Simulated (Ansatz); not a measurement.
LaAlSi (space group I4_1md, No. 109; a cell from a computed database, its experimental status unchecked)

```
CELL_PARAMETERS angstrom
     -2.13600     2.13600     7.30852
      2.13600    -2.13600     7.30852
      2.13600     2.13600    -7.30852
ATOMIC_POSITIONS crystal
  La 0.62483 0.12483 0.50000
  La 0.87483 0.87483 0.00000
  Al 0.45836 0.45836 0.00000
  Al 0.20836 0.70836 0.50000
  Si 0.04181 0.54181 0.50000
  Si 0.29181 0.29181 0.00000
```

All numbers come from Ansatz (an electronic-structure program), PBEsol, PAW, cutoff 420 eV, no spin-orbit coupling. Γ-centred 15×15×15 mesh, Fermi–Dirac width 0.05 eV.

```yaml
volume_per_atom: 22.23 Å³
density: 4.83 g/cm³
band_gap: zero
total_energy: -2436.472 eV/atom (σ→0; compares only within this code and set-up)
```

Whether these cells are dynamically stable was not tested. The final runs are not spin-polarised. A zero or small gap of LaAlSi can be the functional's error rather than a property of the material.
